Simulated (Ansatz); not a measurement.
AlZnNO (model structure, started from the AlSiCN type, P3m1, No. 156, 4 atoms in the cell) was calculated with r²SCAN (plane waves, PAW; Ansatz, a quantum-chemistry and plane-wave program).

Settings: plane-wave cutoff 560 eV, 12×12×6 k mesh (along the axes of the cell as run), Fermi–Dirac smearing 0.01 eV, scalar-relativistic PAW data made under PBE.

Cell (relaxed at this level):

```xyz
4
Lattice="3.1353 0.0000 0.0000 -1.5676 2.7152 0.0000 0.0000 0.0000 5.1499" Properties=species:S:1:pos:R:3 pbc="T T T"
Al     0.0000     1.8102     2.5965
Zn     1.5676     0.9051     5.0871
O      0.0000     1.8102     0.7833
N      1.5676     0.9051     3.1204
```

### Question
Estimate the band gap that the calculation returns.

### Answer

- band gap = 2.84 eV (direct)

Note: the relaxation could raise the start's symmetry but not lower it, so the cell can be a saddle point.

Static lattice: no zero-point or thermal effects.

Cost on a shared machine: roughly 17 core-seconds.

A model structure was made by putting elements into a prototype or built by hand; it is no filed structure, need not be a known phase, and can be a saddle point held by its symmetry.
